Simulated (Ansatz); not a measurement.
Cells marked so need not be the phases stable at ambient conditions, and some may be hypothetical.

By PBEsol, each system below comes out a metal.

Ballistic conductance counts the channels of both spins, as a mean over 0.1 eV about the Fermi level; spin-orbit coupling is left out.

A. V (Im-3m, bcc (W type), 1 atom a cell, 13.3 Å³ an atom, -4 GPa at this level), current normal to (001)
B. RuN (F-43m, zinc blende, not sure to be the ambient phase, 2 atoms a cell, 11.9 Å³ an atom, -11 GPa at this level), current normal to (001)
C. InBi (P4/nmm, not sure to be the ambient phase, 4 atoms a cell, 30.5 Å³ an atom, -3 GPa at this level), current normal to (110)

Problem. Order them by ballistic conductance per area (highest first) at the level PBEsol (Ansatz, a quantum-chemistry and plane-wave program).

Solution. A (2.2 × 10¹⁵ S/m²), B (1.0 × 10¹⁵ S/m²), C (0.71 × 10¹⁵ S/m²)
